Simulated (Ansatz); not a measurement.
Several settings converged on a (111) slab of K2Pd (cut from a parent of space group no. 123; 12 atoms in the cell)

```
CELL_PARAMETERS angstrom
      8.03852     0.00000     0.00000
      4.01926     5.44699     0.00000
      0.00000     0.00000    22.13809
ATOMIC_POSITIONS crystal
  K  0.70283 0.09434 0.31620
  K  0.20283 0.09434 0.31620
  Pd 0.20283 0.59434 0.31620
  K  0.47507 0.54986 0.43873
  K  0.97507 0.54986 0.43873
  Pd 0.97507 0.04986 0.43873
  K  0.24731 0.00539 0.56127
  K  0.74731 0.00539 0.56127
  Pd 0.74731 0.50538 0.56127
  K  0.01954 0.46091 0.68380
  K  0.51955 0.46091 0.68380
  Pd 0.51955 0.96091 0.68380
```

Base method: PBEsol, default PAW files made with PBE (plane waves; Ansatz, a program for electronic structure).

Base settings: basis.ecutwfc = 30.9 Ry; kpoints.mp_grid.grid = 3 3 1; hamiltonian.xc = pbesol; hamiltonian.pseudopotentials = {kind: paw} (the program's default PAW files); scf.occupations.method = fermi_dirac; scf.occupations.width = 0.0073 Ry.

The count of work is k-points × plane waves × bands × iterations; it is no time. 

**The vacuum**

The mesh stays at the base's, so the ladder's end is converged at best in this setting alone.

Only quantities that move along the ladder and can be compared are tabulated.

```tsv
vacuum between outermost atoms (Å)	free energy less the last step's (meV/atom)	largest difference of a force vector from the last step's (eV/Å)	count of work / last
3.0	-77.52	0.321	0.29
4.0	-46.99	0.181	0.32
5.0	-20.68	0.107	0.35
6.0	-7.53	0.053	0.41
7.0	-2.47	0.019	0.44
8.0	-0.87	0.006	0.42
10.0	-0.15	0.001	0.47
12.0	-0.03	0.000	0.53
14.0	0.00	0.000	0.58
17.0	0.00	0.000	0.66
20.0	0.00	0.000	0.74
25.0	0.00	0.000	0.96
30.0	0.00	0.000	1.0
```

Smallest vacuum between outermost atoms (Å) that holds the free energy within 1 meV/atom of the last step, with all finer ones: 8.0, at 0.42 of the last step's count of work; the step before is off by 2.5 meV/atom.

Smallest vacuum between outermost atoms (Å) that holds the forces within 0.01 eV/Å of the last step, with all finer ones: 8.0, at 0.42 of the last step's count of work; the step before is off by 0.019 eV/Å.

**The k-point mesh**

Only quantities that move along the ladder and can be compared are tabulated.

```csv
kpoints.mp_grid.grid,free energy less the last step's (meV/atom),largest difference of a force vector from the last step's (eV/Å)
1 1 1,-221.50,0.333
2 2 1,-9.64,0.062
3 3 1,3.01,0.022
4 4 1,-0.12,0.010
5 5 1,-0.08,0.003
6 6 1,0.09,0.002
7 7 1,-0.01,0.001
8 8 1,-0.02,0.000
10 10 1,0.00,0.000
12 12 1,0.00,0.000
13 13 1,0.00,0.000
16 16 1,0.00,0.000
```

Coarsest kpoints.mp_grid.grid that holds the forces within 0.005 eV/Å of the last step, with all finer ones: 5 5 1; the step before is off by 0.010 eV/Å.

Coarsest kpoints.mp_grid.grid that holds the free energy within 2 meV/atom of the last step, with all finer ones: 4 4 1; the step before is off by 3.0 meV/atom.

**The plane-wave cutoff**

The mesh stays at the base's, so the ladder's end is converged at best in this setting alone.

Only quantities that move along the ladder and can be compared are tabulated.

| basis.ecutwfc | free energy less the last step's (meV/atom) | largest difference of a force vector from the last step's (eV/Å) | count of work / last |
|---|---|---|---|
| 15.4 Ry | 3212.07 | 0.075 | 0.15 |
| 18.4 Ry | 688.98 | 0.025 | 0.18 |
| 21.7 Ry | 96.44 | 0.003 | 0.23 |
| 26.1 Ry | 3.55 | 0.001 | 0.28 |
| 30.9 Ry | 0.72 | 0.000 | 0.36 |
| 37.1 Ry | 0.23 | 0.000 | 0.47 |
| 46.3 Ry | 0.12 | 0.000 | 0.65 |
| 61.7 Ry | 0.00 | 0.000 | 1.0 |

Coarsest basis.ecutwfc that holds the free energy within 2 meV/atom of the last step, with all finer ones: 30.9 Ry, at 0.36 of the last step's count of work; the step before is off by 3.6 meV/atom.

Coarsest basis.ecutwfc that holds the forces within 0.005 eV/Å of the last step, with all finer ones: 21.7 Ry, at 0.23 of the last step's count of work; the step before is off by 0.025 eV/Å.

On the base run: the starting cell comes from a database of computed structures (which also holds hypothetical and non-ambient phases and stackings), without a prior relaxation at this level. The slab is cut from that crystal, and its faces are unrelaxed. Its lattice was rescaled by up to half a per cent. Spin polarisation is off.

Keys are those of Ansatz 0.2.
